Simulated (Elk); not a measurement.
Worked example: self-consistent single point of MgSc (Pm-3m, 2 atoms in the cell) in Elk.

Method: PBEsol, all-electron FP-LAPW, Elk's shipped species files, APW+lo basis with extra local orbitals in Elk.

```
MgSc
1.0
    3.66694     0.00000     0.00000
    0.00000     3.66694     0.00000
    0.00000     0.00000     3.66694
Mg Sc
1 1
Direct
  0.00000   0.00000   0.00000
  0.50000   0.50000   0.50000
```

Reference input (self-consistent single point, DFT, LDA (PW92), all-electron FP-LAPW, Elk's shipped species files, APW+lo basis with extra local orbitals): xctype = 3; rgkmax = 7.5; stype = 3; swidth = 0.00367493 Ha; ngridk = 12 12 12; tforce = true; gmaxvr = 18 1/bohr; lmaxapw = 10; lmaxo = 8; nxlo = 2; lorbcnd = true; lradstp = 2. This run's input differs from it in these lines:

```diff
@@ -4,3 +4,3 @@
 xctype
-  3
+  22
```

Log, with long lists cut:

```
│ Self-consistent loop started │
│ Loop number : 1 │
 total energy                :     -962.943003443
│ Loop number : 2 │
 total energy                :     -962.974407398
RMS change in Kohn-Sham potential (target) :   0.4331772828     (  0.1000000000E-05)
Absolute change in total energy (target)   :   0.3140395522E-01 (  0.1000000000E-03)
│ Loop number : 3 │
 total energy                :     -962.879936596
RMS change in Kohn-Sham potential (target) :   0.3377045044     (  0.1000000000E-05)
Absolute change in total energy (target)   :   0.8661981382E-01 (  0.1000000000E-03)
│ Loop number : 4 │
   [... lines left out ...]
Absolute change in total energy (target)   :   0.3222754366E-03 (  0.1000000000E-03)
│ Loop number : 12 │
 total energy                :     -963.249299249
RMS change in Kohn-Sham potential (target) :   0.1344828373E-05 (  0.1000000000E-05)
Absolute change in total energy (target)   :   0.5361263902E-04 (  0.1000000000E-03)
│ Loop number : 13 │
 total energy                :     -963.249297370
RMS change in Kohn-Sham potential (target) :   0.2083980484E-06 (  0.1000000000E-05)
Absolute change in total energy (target)   :   0.1152437244E-04 (  0.1000000000E-03)
Convergence targets achieved

│ Loop number : 14 │

Energies :
 Fermi                       :     0.160827161632
 total energy                :     -963.249296638

Density of states at Fermi energy :    67.57793118
 (states/Hartree/unit cell)

Estimated indirect band gap :   0.3976904699E-03
 from k-point     20 to k-point     41
Estimated direct band gap   :   0.7772319523E-02
 at k-point     30

Charges :
 core                        :    12.00000000
 valence                     :    21.00000000
 interstitial                :    3.484658774
 muffin-tins (core leakage)
  species :    1 (Mg)
   atom    1                 :    10.50468451     (  0.1332267630E-14)
  species :    2 (Sc)
   atom    1                 :    19.01065672     (  0.3380574043E-08)
 total in muffin-tins        :    29.51534123
   [... lines left out ...]
   total force               :    -0.00000000    0.00000000    0.00000000
   total magnitude           :     0.00000000
 species :    2 (Sc)
  atom :    1
   Hellmann-Feynman          :     0.00000000    0.00000000    0.00000000
   IBS                       :     0.00000000    0.00000000    0.00000000
   total force               :     0.00000000    0.00000000    0.00000000
   total magnitude           :     0.00000000
```

The run converged in 14 iterations. The count includes the last loop, which Elk runs after its targets are met. 

The starting cell comes from a database of computed structures (which also holds hypothetical and non-ambient phases and stackings), without a prior relaxation at this level. Its lattice was rescaled by a random factor within 2.5 % of one. Values depend on the basis (sphere radii, cutoffs, local orbitals), which need not be converged. The log's line on a gap gives a spacing of levels on this mesh, which the program prints for metals too.
